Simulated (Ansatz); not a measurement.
Output of an Ansatz run (abridged):

```
WARN ansatz: RAYON_NUM_THREADS=1 ignored (pool sized by the plan → 1); use --threads N
Pseudopotentials: kind: paw
Pseudopotential: Tl, paw, valence charge 13
Pseudopotential: La, paw, valence charge 11
Crystal: 4 atoms, lattice volume = 129.554 Å³
Basis set: ecut = 500 eV, 3287 PW (Γ), exchange–correlation on 160×160×160 points (64 copies of the dense FFT grid, shifted against one another)
Bands: 28, of which v1, the nominal top of the filled ones, is band 23 counted from 1 (22 counted from 0)
Symmetry: 48 space group operations
Space group: Pm-3m (ITA 221), of the structure as read, at distance tolerance 5.1e-5 Å
k-points: 35 of 729
PAW frozen core: Tl, regenerated for the run's functional
PAW frozen core: La, regenerated for the run's functional
Initial density: superposition of atomic densities (neutral atoms: chi_scale 0, normalization atom), corrected by the library's trained network
Initial wavefunctions: pseudopotential atomic-orbital guess
Eigensolver: davidson
Functional: x = r2scan, c = r2scan; τ floored in thin density (d = 2e-4 eV/Å³)
SCF iter   1: F=—  HF=-30253.694576 eV  |F-HF|=—  |Δ(HF+E_count)|=         —  Δρ=9.60e-3  dr2=1.78e-1  dr2_τ=2.78e-2  ethr=1.77e-3  ⟨swp⟩=5.2  Hψ=4656  notcnv=0
all-band conjugate gradients solve this SCF's bands
preconditioner: auto → Kerker (q_TF=auto, 2.296 Å⁻¹)
SCF iter   2: F=—  HF=-30253.894227 eV  |F-HF|=—  |Δ(HF+E_count)|=   2.00e-1  S|Δr|=    0.00e0  Δρ=5.13e-3  dr2=6.78e-2  dr2_τ=1.52e-3  ethr=3.88e-4  ⟨swp⟩=2.9  Hψ=2274  notcnv=0
SCF iter   3: F=—  HF=-30253.882279 eV  |F-HF|=—  |Δ(HF+E_count)|=   1.19e-2  S|Δr|=    0.00e0  Δρ=1.15e-3  dr2=3.40e-3  dr2_τ=1.83e-4  ethr=1.47e-4  ⟨swp⟩=3.3  Hψ=1873  notcnv=0
SCF iter   4: F=—  HF=-30253.883190 eV  |F-HF|=—  |Δ(HF+E_count)|=   9.11e-4  S|Δr|=    0.00e0  Δρ=5.34e-4  dr2=7.41e-4  dr2_τ=6.12e-6  ethr=7.39e-6  ⟨swp⟩=2.9  Hψ=1721  notcnv=0
SCF iter   5: F=—  HF=-30253.883405 eV  |F-HF|=—  |Δ(HF+E_count)|=   2.14e-4  S|Δr|=    0.00e0  Δρ=1.24e-4  dr2=4.67e-5  dr2_τ=4.34e-7  ethr=1.61e-6  ⟨swp⟩=3.0  Hψ=1909  notcnv=0
SCF iter   6: F=—  HF=-30253.883422 eV  |F-HF|=—  |Δ(HF+E_count)|=   1.73e-5  S|Δr|=    0.00e0  Δρ=4.59e-5  dr2=5.38e-6  dr2_τ=3.77e-8  ethr=1.01e-7  ⟨swp⟩=2.9  Hψ=1807  notcnv=0
SCF iter   7: F=—  HF=-30253.883422 eV  |F-HF|=—  |Δ(HF+E_count)|=   3.79e-7  S|Δr|=    0.00e0  Δρ=2.11e-5  dr2=1.21e-6  dr2_τ=5.85e-9  ethr=1.17e-8  ⟨swp⟩=2.0  Hψ=1158  notcnv=0
SCF iter   8: F=—  HF=-30253.883422 eV  |F-HF|=—  |Δ(HF+E_count)|=   1.05e-7  S|Δr|=    0.00e0  Δρ=6.77e-6  dr2=1.29e-7  dr2_τ=6.93e-10  ethr=2.62e-9  ⟨swp⟩=2.0  Hψ=1171  notcnv=0
SCF iter   9: F=-30253.883422 eV  HF=-30253.883422 eV  |F-HF|=6.69e-10  |Δ(HF+E_count)|=   7.17e-9  S|Δr|=    0.00e0  Δρ=1.25e-6  dr2=2.13e-9  dr2_τ=1.14e-10  ethr=2.17e-10  ⟨swp⟩=8.3  Hψ=4769  notcnv=0
SCF 1 converged in 9 iterations: F = -30253.883422 eV  dr2 = 2.13e-9
SCF converged after 9 iterations
Stability not checked (fill_not_monotonic)
Free energy (F): -30253.883422 eV
Harris-Foulkes:  -30253.883422 eV  (|F-HF|=6.69e-10)
Internal energy: -30253.874031 eV  (E = F + TS)
E sigma→0 (E₀):  -30253.881075 eV
Entropy (-TS):   -0.009391 eV (-2.348 meV/atom)
Fermi energy:    11.965127 eV
--- Per-component energies (eV) ---
  E_band       = -101.112316
  E_kinetic    = 917.350973
  E_local      = -1830.942501  (includes V_loc(G=0)·N_el)
  E_nonlocal   = 595.181727
  E_hartree    = 644.754025
  E_xc         = -615.050472
  E_vxc        = -639.251054  (∫ρ·V_xc dr)
  E_paw        = -26505.722446  (= ΣΔE_a)
  E_vpaw       = -470.139415  (= ΣTr[D̂ρ^β])
  E_aug_tail   = 0.000017  (compensation charges beyond the density's cutoff)
  E_vtau       = 37.180134  (kinetic-family band-sum trace: ∫τ·v_τ [+ j·A + Jᵃ·Aᵃ] dr)
  E_ewald      = -3460.690653
  E_core_change = 1.245298  (= ΣΔE_core)
  E_smearing   = -0.009391  (= −TS)
  E_closure    = -0.000000  (closes the sum)
  Σ components = -30253.883422   (vs F -30253.883422, Δ=0.00e0)
--- Forces (eV/Å), atoms counted from 1 ---
  atom   1  Tl    -0.00000000    -0.00000000    -0.00000000
   [... zero for the other atoms too ...]
  max |Σ_I F_I| component: 2.26e-29 eV/Å
--- Stress (GPa, compression-positive) ---
        0.181626       0.000000       0.000000
        0.000000       0.181626       0.000000
        0.000000       0.000000       0.181626
  P = ⅓ Tr σ = 0.1816 GPa (1.816 kbar)
  The stress holds the Pulay correction. Without it, at fixed plane waves, as pw.x and ABINIT print it: P = 0.1563 GPa
--- Band table (eV; the first three rows and the last of 35) ---
  k-point 0: bands = ["-22.1460", "-21.8042", "-21.8042", "-6.0269", "-5.9878", "-5.9878", "-5.1296", "-5.1296", "-5.0993", "-4.7202", "-4.6691", "-4.6691", "0.5507", "0.5507", "0.5512", "0.5613", "0.5613", "4.8120", "9.1446", "11.0543", "11.1515", [...]
  k-point 1: bands = ["-22.1281", "-21.8228", "-21.8039", "-6.0120", "-5.9470", "-5.9022", "-5.1765", "-5.1514", "-5.0895", "-4.8310", "-4.7006", "-4.6910", "0.5516", "0.5604", "0.5622", "0.5710", "0.5746", "4.9744", "9.3839", "10.8399", "11.0346", [...]
  k-point 2: bands = ["-22.0956", "-21.8564", "-21.8033", "-5.9503", "-5.8742", "-5.7769", "-5.2412", "-5.2035", "-5.0931", "-4.9910", "-4.7474", "-4.7474", "0.5526", "0.5780", "0.5786", "0.5870", "0.5924", "5.2506", "9.7996", "10.2189", "11.0136", [...]
  k-point 34: bands = ["-21.9154", "-21.9154", "-21.9154", "-6.5420", "-5.8947", "-5.8947", "-5.8947", "-4.7081", "-4.7081", "-4.6592", "-4.6592", "-4.6592", "0.5520", "0.5520", "0.5520", "0.6083", "0.6083", "5.1329", "10.8983", "10.8983", [...]
```

The structure:

```xyz
4
Lattice="5.0600 0.0000 0.0000 0.0000 5.0600 0.0000 0.0000 0.0000 5.0600" Properties=species:S:1:pos:R:3 pbc="T T T"
Tl     0.0000     0.0000     0.0000
La     0.0000     2.5300     2.5300
La     2.5300     0.0000     2.5300
La     2.5300     2.5300     0.0000
```

Q: What input produced this log?

A: Other spellings and defaults could give the same log, and not every line can be read from it. The input that was run (DFT, r2SCAN, plane waves, default PAW files made with PBE):

Ansatz 0.2 input:
```yaml
crystal:
  lattice:
    - [5.06000000, 0.00000000, 0.00000000]
    - [0.00000000, 5.06000000, 0.00000000]
    - [0.00000000, 0.00000000, 5.06000000]
  atoms:
    - { symbol: Tl, position_ang: [0.00000000, 0.00000000, 0.00000000] }
    - { symbol: La, position_ang: [0.00000000, 2.53000000, 2.53000000] }
    - { symbol: La, position_ang: [2.53000000, 0.00000000, 2.53000000] }
    - { symbol: La, position_ang: [2.53000000, 2.53000000, 0.00000000] }
basis:
  ecutwfc: 500.0 eV
kpoints:
  mp_grid:
    grid: [9, 9, 9]
    shift: [0.5, 0.5, 0.5]
hamiltonian:
  xc: r2scan
  pseudopotentials:
    kind: paw
scf:
  occupations:
    method: methfessel_paxton
    width: 0.2 eV
output:
  forces: true
  eigenvalues: true
  stress: true
```

The starting cell comes from a database of published, mostly measured structures (it also holds non-ambient and calculated ones), without a prior relaxation at this level. Spin-orbit coupling is off. Ansatz's pressure includes its estimate of the finite-basis (Pulay) stress.

Ansatz is a program for electronic structure.
